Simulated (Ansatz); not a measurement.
## AlB2-type TiB2

Computed with HSE06 (Ansatz, a first-principles code, plane waves, PAW).

Numerical settings: plane-wave cutoff 500 eV, 12×12×8 k mesh (along the axes of the cell as run), Fermi–Dirac smearing 0.05 eV, no spin polarisation, scalar-relativistic PAW data made under PBE.

Cell (relaxed at this level):

TiB2 is modelled in the hexagonal space group P6/mmm (No. 191), Pearson symbol hP3. Lattice parameters: a = b = 3.0136 Å, c = 3.2021 Å, α = β = 90.00°, γ = 120.00°. Ti on 1a is coordinated by 12 B at 2.364 Å and 6 Ti at 3.014 Å and 2 Ti at 3.202 Å. B on 2d has 3 B at 1.740 Å and 6 Ti at 2.364 Å. (Neighbours: up to the widest gap in distance over summed covalent radii, below 1.35, at either atom; cation-cation and far metal-metal contacts left out.)

```json
{
  "equilibrium_volume_per_atom": "8.40 Å³/atom",
  "lattice_constant_a": "3.014 Å",
  "lattice_parameter_c": "3.202 Å"
}
```

Measured, for comparison: lattice constant a 3.029 Å, lattice parameter c 3.229 Å (293 K, not corrected to a static lattice; as tabulated in R. G. Munro, J. Res. NIST 105, 709 (2000), Material Properties of Titanium …). Computed (rounded) less measured: lattice constant a -0.5 %, lattice parameter c -0.8 %. A static lattice is as a rule a little smaller and stiffer than an uncorrected measurement, which narrows the difference in the lattice constant a, lattice parameter c and would widen misses of the other sign.

Note: exact exchange on metals is sensitive to the k mesh and can open a false gap; the run warned that the count of filled bands differs between k points.

The computed numbers hold no vibrational or temperature effects.

It cost roughly 16 core-minutes of CPU time.
